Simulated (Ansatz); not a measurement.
Here is the system:

```yaml
crystal:
  lattice:
    - [2.19486, 0.00000, 0.00000]
    - [1.09743, 1.90080, 0.00000]
    - [0.00000, 0.00000, 3.57013]
  atoms:
    - { symbol: Be, position: [0.66667, 0.66667, 0.75000] }
    - { symbol: Be, position: [0.33333, 0.33333, 0.25000] }
```

No spin polarisation.

Calculations: Ansatz (a first-principles code) PBE, without spin-orbit coupling. k-mesh 29×29×16 (Γ-centred); smearing 0.1 eV (Fermi–Dirac).

### Question
Predict the space group, band gap and in-plane stress.

### Answer
- Space group: P6_3/mmc (No. 194)
- Band gap: zero
- Mean in-plane stress (compression positive): +11.9 GPa

The cells carry an imposed strain or load. Whether these cells are dynamically stable was not tested. The cell was made from Be in the hcp (Mg type) structure (space group P6_3/mmc, No. 194) by this change: biaxial strain −3.00 %, plane normal [001], relaxed out of plane.
